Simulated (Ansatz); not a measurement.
The reference is CaZrF6 (space group Fm-3m, No. 225; a cell from a computed database, its experimental status unchecked).

```yaml
crystal:
  lattice:
    - [0.00000, 4.25542, 4.25542]
    - [4.25542, 0.00000, 4.25542]
    - [4.25542, 4.25542, 0.00000]
  atoms:
    - { symbol: Ca, position: [0.50000, 0.50000, 0.50000] }
    - { symbol: Zr, position: [0.00000, 0.00000, 0.00000] }
    - { symbol: F, position: [0.76386, 0.23614, 0.23614] }
    - { symbol: F, position: [0.23614, 0.76386, 0.76386] }
    - { symbol: F, position: [0.23614, 0.76386, 0.23614] }
    - { symbol: F, position: [0.76386, 0.23614, 0.76386] }
    - { symbol: F, position: [0.23614, 0.23614, 0.76386] }
    - { symbol: F, position: [0.76386, 0.76386, 0.23614] }
```

Levels (all Ansatz, a quantum-chemistry and plane-wave program, PAW): PBEsol (420 eV, no spin-orbit coupling); HSE06 (420 eV, no spin-orbit coupling).

Its gap is 7.01 eV with PBEsol and 9.31 eV with HSE06.

Perturbation: a hydrostatic pressure of 5 GPa.

With PBEsol the gap becomes 7.22 eV.

Problem. If the HSE06 correction stayed the same, what would the HSE06 gap be, and what does the HSE06 run give?

Solution. A rigid correction of +2.30 eV gives 9.52 eV. The HSE06 run gives 9.54 eV, so the two effects roughly add.

Single points use the geometry relaxed with PBEsol. Load acts through the strain it causes; cell and atoms are relaxed under it. Stability against distortions was not tested. No other phases were tried under pressure.
